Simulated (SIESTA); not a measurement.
**Input and output of a self-consistent single point for GaPPt5 (P4/mmm, 7 atoms in the cell) (SIESTA)**

Computed with GGA PBEsol, numerical atomic orbitals DZP, PseudoDojo PBEsol standard norm-conserving potentials (rewritten from UPF to PSML) in SIESTA.

This input was run:

```
# files in the folder: Ga.psml P.psml Pt.psml (PseudoDojo PBEsol standard)
SystemName  GaPPt5
SystemLabel gappt5

NumberOfAtoms                7
NumberOfSpecies              3
%block ChemicalSpeciesLabel
  1 31 Ga
  2 15 P
  3 78 Pt
%endblock ChemicalSpeciesLabel
LatticeConstant              1.0 Ang
%block LatticeVectors
     3.848680000    0.000000000    0.000000000
     0.000000000    3.848680000    0.000000000
     0.000000000    0.000000000    6.763431000
%endblock LatticeVectors
AtomicCoordinatesFormat      ScaledCartesian
%block AtomicCoordinatesAndAtomicSpecies
     1.924340000    1.924340000    0.000000000  1
     0.000000000    0.000000000    3.381715500  2
     0.000000000    1.924340000    1.960853916  3
     0.000000000    1.924340000    4.802577084  3
     1.924340000    0.000000000    1.960853916  3
     1.924340000    0.000000000    4.802577084  3
     0.000000000    0.000000000    0.000000000  3
%endblock AtomicCoordinatesAndAtomicSpecies

XC.functional                GGA
XC.authors                   PBEsol
PAO.BasisSize                DZP
PAO.EnergyShift              0.005 Ry
MeshCutoff                   350 Ry
%block kgrid.MonkhorstPack
    7   0   0  0.0
    0   7   0  0.0
    0   0   4  0.0
%endblock kgrid.MonkhorstPack
OccupationFunction           MP
OccupationMPOrder            0
ElectronicTemperature        100.0 meV

MaxSCFIterations             150
SCF.Mixer.Method             Pulay
SCF.Mixer.Weight             0.25
SCF.Mixer.History            6
SCF.DM.Tolerance             1.0E-05
Diag.ParallelOverK           true
WriteForces                  true
```

The program printed (abridged):

```
reinit: Reading from file input.fdf

reinit: System Name: GaPPt5
reinit: System Label: gappt5

coor:   Atomic-coordinates input format  =     Cartesian coordinates
coor:                                          (in units of alat)

siesta: Atomic coordinates (Bohr) and species
siesta:      3.63648   3.63648   0.00000  1        1
siesta:      0.00000   0.00000   6.39052  2        2
siesta:      0.00000   3.63648   3.70548  3        3
siesta:      0.00000   3.63648   9.07556  3        4
siesta:      3.63648   0.00000   3.70548  3        5
siesta:      3.63648   0.00000   9.07556  3        6
siesta:      0.00000   0.00000   0.00000  3        7

siesta: System type = bulk

initatomlists: Number of atoms, orbitals, and projectors:      7   126   196

siesta: ******************** Simulation parameters ****************************
redata: Spin configuration                          = none
redata: Time-Reversal Symmetry                      = T
redata: Number of Atomic Species                    =        3
redata: Mesh Cutoff                                 =   350.0000 Ry
redata: Net charge of the system                    =     0.0000 |e|
redata: Min. number of SCF Iter                     =        0
redata: Max. number of SCF Iter                     =      150
redata: SCF convergence failure will abort job
redata: SCF mix quantity                            = Hamiltonian
redata: Mix DM or H after convergence               =   F
redata: Recompute H after scf cycle                 =   F
redata: Mix DM in first SCF step                    =   T
redata: No kicks to SCF
redata: DM Mixing Weight for Kicks                  =     0.5000
redata: Require Harris convergence for SCF          =   F
redata: Harris energy tolerance for SCF             =     0.000100 eV
redata: Require DM convergence for SCF              =   T
redata: DM tolerance for SCF                        =     0.000010
redata: Require EDM convergence for SCF             =   F
redata: EDM tolerance for SCF                       =     0.001000 eV
redata: Require H convergence for SCF               =   T
redata: Hamiltonian tolerance for SCF               =     0.001000 eV
redata: Require (free) Energy convergence for SCF   =   F
redata: (free) Energy tolerance for SCF             =     0.000100 eV
redata: Using DFT-D3 dispersion                     =   F
redata: Using Saved Data (generic)                  =   F
redata: Method of Calculation                       = Diagonalization
redata: Electronic Temperature                      =  1160.4518 K
redata: Number of TDED substeps                     =        3
redata: Dynamics option                             = Single-point calculation
redata: Save all siesta data in one NC              =   F
redata: ***********************************************************************

%block SCF.Mixers
  Pulay
%endblock SCF.Mixers

%block SCF.Mixer.Pulay
  # Mixing method
  method pulay
  variant stable

  # Mixing options
  weight 0.2500
  weight.linear 0.2500
  history 6
%endblock SCF.Mixer.Pulay

DM_history_depth set to one: no extrapolation allowed by default for geometry relaxation
Size of DM history Fstack: 1
Total number of electrons:   108.000000
Total ionic charge:   108.000000

* ProcessorY, Blocksize:    1  64

* Orbital distribution balance (max,min):   126   126

k-point displ. along   3 input, could be:     0.00    0.50
 Kpoints in:          112 . Kpoints trimmed:          102

siesta: k-grid: Number of k-points = 102
siesta: k-points from Monkhorst-Pack grid
siesta: k-cutoff (effective) =    13.470 Ang
siesta: k-point supercell and displacements
siesta: k-grid:     7     0     0      0.000
siesta: k-grid:     0     7     0      0.000
siesta: k-grid:     0     0     4      0.000

diag: Algorithm                                     = D&C
diag: Parallel over k                               =   F
diag: Use parallel 2D distribution                  =   F
diag: Parallel block-size                           = 64
diag: Parallel distribution                         =     1 x     1
diag: Used triangular part                          = Lower
diag: Absolute tolerance                            =  0.100E-15
diag: Orthogonalization factor                      =  0.100E-05
diag: Memory factor                                 =  1.0000

superc: Internal auxiliary supercell:     5 x     5 x     5  =     125
superc: Number of atoms, orbitals, and projectors:    875  15750  24500

                        Single-point calculation

superc: Internal auxiliary supercell:     5 x     5 x     5  =     125
superc: Number of atoms, orbitals, and projectors:    875  15750  24500

outcell: Unit cell vectors (Ang):
        3.848680    0.000000    0.000000
        0.000000    3.848680    0.000000
        0.000000    0.000000    6.763431

outcell: Cell vector modules (Ang)   :    3.848680    3.848680    6.763431
outcell: Cell angles (23,13,12) (deg):     90.0000     90.0000     90.0000
outcell: Cell volume (Ang**3)        :    100.1822
new_DM -- step:     1
Initializing Density Matrix...

Attempting to read DM from file... Failed...
DM filled with atomic data:

InitMesh: MESH = 48 x 48 x 80 = 184320
InitMesh: Mesh cutoff (required, used) =   350.000   386.677 Ry

stepf: Methfessel-Paxton step function
       Using Hermite-Gauss polynomials of order  0

        iscf     Eharris(eV)        E_KS(eV)     FreeEng(eV)     dDmax    Ef(eV) dHmax(eV)
   scf:    1   -19942.687737   -20013.512973   -20013.520285  0.945304 -0.973301 10.585442
   scf:    2   -20034.828121   -20027.048840   -20027.052351  0.492434 -2.219904  3.975739
   scf:    3   -20028.475961   -20028.063523   -20028.069207  0.191265 -2.593807  1.435795
   scf:    4   -20028.189788   -20028.158425   -20028.163109  0.034367 -2.660946  1.483684
   scf:    5   -20028.234484   -20028.201586   -20028.206349  0.060652 -2.738666  0.540760
   scf:    6   -20028.207192   -20028.205267   -20028.210103  0.027208 -2.765699  0.029853
   [... 3 lines left out ...]
   scf:   10   -20028.205481   -20028.205480   -20028.210259  0.000369 -2.771318  0.001096
   scf:   11   -20028.205482   -20028.205481   -20028.210259  0.000050 -2.771379  0.000227
   scf:   12   -20028.205481   -20028.205481   -20028.210259  0.000026 -2.771436  0.000142
   scf:   13   -20028.205480   -20028.205481   -20028.210259  0.000011 -2.771474  0.000050
   scf:   14   -20028.205481   -20028.205481   -20028.210259  0.000003 -2.771478  0.000030

SCF Convergence by DM+H criterion
max |DM_out - DM_in|         :     0.0000031852
max |H_out - H_in|      (eV) :     0.0000304009
SCF cycle converged after 14 iterations

Using DM_out to compute the final energy and forces

siesta: E_KS(eV) =           -20028.2055

siesta: E_KS - E_eggbox =    -20028.2055

siesta: Atomic forces (eV/Ang):
     1   -0.000000    0.000000   -0.000001
     2   -0.000000    0.000000   -0.000012
     3    0.000000   -0.000000   -0.013374
     4   -0.000000   -0.000000    0.013381
     5   -0.000000   -0.000000   -0.013374
     6   -0.000000   -0.000000    0.013381
     7   -0.000000   -0.000000   -0.000002
   Tot   -0.000000   -0.000000   -0.000000
   Max    0.013381
   Res    0.005838    sqrt( Sum f_i^2 / 3N )
   Max    0.013381    constrained

Stress tensor Voigt[x,y,z,yz,xz,xy] (kbar):     -146.21     -146.21     -130.93       -0.00        0.00       -0.00
(Free)E + p*V (eV/cell)   -20019.3864
Target enthalpy (eV/cell)   -20028.2103

siesta: Program's energy decomposition (eV):
siesta: Ebs     =     -3334.398153
siesta: Eions   =     27040.916664
siesta: Ena     =      3759.063257
siesta: Ekin    =      6864.064660
siesta: Enl     =        67.331825
siesta: Eso     =         0.000000
siesta: Edftu   =         0.000000
siesta: DEna    =       163.297426
siesta: DUscf   =         4.561198
siesta: DUext   =         0.000000
siesta: Ex      =     -3593.523286
siesta: Ec      =      -252.083897
siesta: Exc     =     -3845.607182
siesta: Eharris =    -20028.205481
siesta: Etot    =    -20028.205481
siesta: FreeEng =    -20028.210259

siesta: Stress tensor (static) (eV/Ang**3):
siesta:    -0.091259   -0.000000    0.000000
siesta:    -0.000000   -0.091259   -0.000000
siesta:     0.000000   -0.000000   -0.081718

siesta: Cell volume =        100.182224 Ang**3

siesta: Pressure (static):
siesta:                Solid            Molecule  Units
siesta:           0.00095930          0.00095654  Ry/Bohr**3
siesta:           0.08807858          0.08782557  eV/Ang**3
siesta:         141.11743887        140.71207993  kBar
```

The run converged in 14 iterations.

The starting cell comes from a database of computed structures (which also holds hypothetical and non-ambient phases and stackings), without a prior relaxation at this level. Its lattice was rescaled by a random factor within 2.5 % of one. Spin polarisation is off. Values carry the incompleteness of an atom-centred basis. With a pressure of about 14 GPa the cell is away from its equilibrium volume at this level.

Cost on one core of a shared machine: roughly 80 s.
